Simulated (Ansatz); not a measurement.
Terminations of the (111) surface of fcc Rh, measured from the surface 'clean 1x1'. Atoms come from or go to: Fe: bcc Fe, ferromagnetic, Ge: germanium, I: ½ I2(g), In: tetragonal indium, Li: bcc Li, Mo: bcc Mo, Nb: bcc Nb, Pt: fcc Pt, Rh: fcc Rh, Te: trigonal Te. ΔE is the energy of forming the row's surface from that one (negative: more stable at these reservoirs); the vacuum level's shift is aligned on the shared bottom. No zero-point or thermal terms. These are constructed structures in small cells; real faces may alloy, dewet or reconstruct in larger ones, and not all known structures of the face are among them. Slabs of about 11 Å, Fermi-Dirac smearing of 0.1 eV. Bottom of the slabs: a bare face, its two planes held. Relaxed from the named starts with such symmetry as they have, on meshes of like density; energies extrapolated to zero smearing; spin only where a row says so; no spin-orbit coupling, no U. Brackets mark spin-polarised runs, whose order is one that fits the cell. A dash marks a value that is undefined for that row (no clear gap, or no work function of a gapped slab) or was not read reliably on its mesh.

Computed with PBE (plane waves to 420 eV, PAW; Ansatz, an electronic-structure program).

```json
[
 {"surface": "(√3x√3)R30° surface alloy, Pt on one Rh site of the top plane", "atoms added per 1x1": "+0.333 Pt, -0.333 Rh", "ΔE per 1x1 (eV)": "-0.15", "shift of the vacuum level (eV)": "0.15", "work function (eV)": "5.29"},
 {"surface": "a layer of Pt in place of the second plane", "atoms added per 1x1": "+1 Pt, -1 Rh", "ΔE per 1x1 (eV)": "…", "shift of the vacuum level (eV)": "0.13", "work function (eV)": "5.27"},
 {"surface": "a layer of Fe in place of the second plane [spin, 3.2 μB a cell]", "atoms added per 1x1": "+1 Fe, -1 Rh", "ΔE per 1x1 (eV)": "-0.20", "shift of the vacuum level (eV)": "-0.14", "work function (eV)": "4.99"},
 {"surface": "(√3x√3)R30° layer of Li, one a cell, on the site that continues the host's stacking", "atoms added per 1x1": "+0.333 Li", "ΔE per 1x1 (eV)": "-0.33", "shift of the vacuum level (eV)": "-3.04", "work function (eV)": "2.10"},
 {"surface": "p(2x2) layer of Te, one a cell, on the site that continues the host's stacking", "atoms added per 1x1": "+0.25 Te", "ΔE per 1x1 (eV)": "-0.54", "shift of the vacuum level (eV)": "-0.74", "work function (eV)": "4.41"},
 {"surface": "a layer of Nb in place of the second plane", "atoms added per 1x1": "+1 Nb, -1 Rh", "ΔE per 1x1 (eV)": "…", "shift of the vacuum level (eV)": "-0.44", "work function (eV)": "4.68"},
 {"surface": "a pseudomorphic layer of In in the other hollow", "atoms added per 1x1": "+1 In", "ΔE per 1x1 (eV)": "…", "shift of the vacuum level (eV)": "-1.50", "work function (eV)": "3.65"},
 {"surface": "a pseudomorphic layer of Ge in the other hollow", "atoms added per 1x1": "+1 Ge", "ΔE per 1x1 (eV)": "-0.60", "shift of the vacuum level (eV)": "-0.65", "work function (eV)": "4.52"},
 {"surface": "top plane shifted to the other hollow", "atoms added per 1x1": "none", "ΔE per 1x1 (eV)": "…", "shift of the vacuum level (eV)": "0.08", "work function (eV)": "5.23"},
 {"surface": "(√3x√3)R30° layer of I, one a cell, on the site that continues the host's stacking", "atoms added per 1x1": "+0.333 I", "ΔE per 1x1 (eV)": "-0.64", "shift of the vacuum level (eV)": "-0.94", "work function (eV)": "4.21"},
 {"surface": "a layer of Mo in place of the second plane", "atoms added per 1x1": "+1 Mo, -1 Rh", "ΔE per 1x1 (eV)": "-0.55", "shift of the vacuum level (eV)": "-0.58", "work function (eV)": "4.53"},
 {"surface": "a pseudomorphic layer of Nb in the host's stacking", "atoms added per 1x1": "+1 Nb", "ΔE per 1x1 (eV)": "0.15", "shift of the vacuum level (eV)": "-0.10", "work function (eV)": "5.06"}
]
```

What belongs in the gaps?


- a layer of Pt in place of the second plane, ΔE per 1x1 (eV): 0.07
- a layer of Nb in place of the second plane, ΔE per 1x1 (eV): -0.72
- a pseudomorphic layer of In in the other hollow, ΔE per 1x1 (eV): 0.16
- top plane shifted to the other hollow, ΔE per 1x1 (eV): 0.05
